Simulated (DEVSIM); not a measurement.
System: W/AlN/n-Ge capacitor, at 250 K.

Layer 1 from the left is AlN, thickness (nm) 3.90. Layer 2 from the left is Ge, thickness (nm) 1200, Nd (cm⁻³) 2.4e17.

Metal gate on the left, work function 4.6 eV. Fixed charge at the semiconductor interface 0 cm⁻² (in units of +e); no interface traps.

Constants are typed, rounded textbook-type inputs, not results; the design itself was drawn at random and stands for no fabricated device. Values at 300 K; Nc and Nv go as T^1.5, mobilities as T to minus their exponent, the gap by Varshni's rule with the affinity fixed.

AlN: gap (eV) 6.1, affinity (eV) 1.9, permittivity 8.5. Ge: gap (eV) 0.664, affinity (eV) 4, permittivity 16, Nc (cm⁻³) 1.04e19, Nv (cm⁻³) 6e18, Varshni α (eV/K) 0.000477, Varshni β (K) 235.

DEVSIM, 1D Poisson equation in equilibrium, Boltzmann statistics, complete ionisation; no quantum confinement or tunnelling. Metal contacts follow the ideal Schottky-Mott rule: no Fermi-level pinning, no interface dipoles.

Problem. What does the simulation give for the minimum of the low-frequency capacitance, the flat-band voltage?

Solution. minimum of the low-frequency capacitance 0.225 μF/cm²; flat-band voltage 0.52 V.
